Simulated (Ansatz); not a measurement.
ZnInGaO4, pressure series

Take ZnInGaO4 (space group R3m, No. 160) as the base.

Space group R3m, hexagonal axes (No. 160); a = 3.356 Å, b = 3.356 Å, c = 26.114 Å, α = 90.00°, β = 90.00°, γ = 120.00°

```tsv
atom	site	symmetry	x	y	z
In	3a	3m	0.0000	0.0000	0.0031
Ga	3a	3m	0.0000	0.0000	0.7870
Zn	3a	3m	0.0000	0.0000	0.2188
O	3a	3m	0.0000	0.0000	0.8635
O	3a	3m	0.0000	0.0000	0.1210
O	3a	3m	0.0000	0.0000	0.7112
O	3a	3m	0.0000	0.0000	0.2953
```
(The calculation used a cell of 7 atoms; values per cell refer to that cell.)

Cell and atoms are relaxed at each pressure.

Computed with PBE, PAW, 420 eV (Ansatz, a first-principles code; no SOC), earlier PAW set.

Candidates:
(a) pressure 9 GPa
(b) pressure 2.1 GPa
(c) pressure 0.9 GPa

Before the change:

```
Item        Value
--------  -------
Band gap  1.11 eV
```

Problem. Order them by band gap, highest first.

Solution. (a) pressure 9 GPa (1.32 eV), (b) pressure 2.1 GPa (1.17 eV), (c) pressure 0.9 GPa (1.14 eV)

Load acts through the strain it causes; cell and atoms are relaxed under it. No phonon test of stability was made. No other phases were tried under pressure.
